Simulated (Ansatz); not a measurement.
Base system: CsGeCl3 (space group R3m, No. 160; a = 7.4881 Å, c = 9.2250 Å (hexagonal axes); a cell from a computed database, its experimental status unchecked). Axes: x lies along a and z along c of the hexagonal cell.

The values are results of plane-wave PAW DFT at the PBEsol level (Ansatz, a quantum-chemistry and plane-wave program, 420 eV), no spin-orbit coupling, not measurements.

One thing is altered: a pure shear with ε_xy = ε_yx = -0.0217, atoms relaxed at fixed cell.

### Question
Predict the stress tensor and what it implies for the stiffness.

### Answer
Stress of the strained cell less that of the base (GPa, compression positive):
```
   0.06    0.43    0.20
   0.43    0.06    0.01
   0.20    0.01    0.03
```

Then −Δσ/γ with γ = 2ε = -0.0434 gives secant stiffness values (nonlinear terms included at this strain): C66 ≈ 9.9 GPa.

Stability against distortions was not tested.
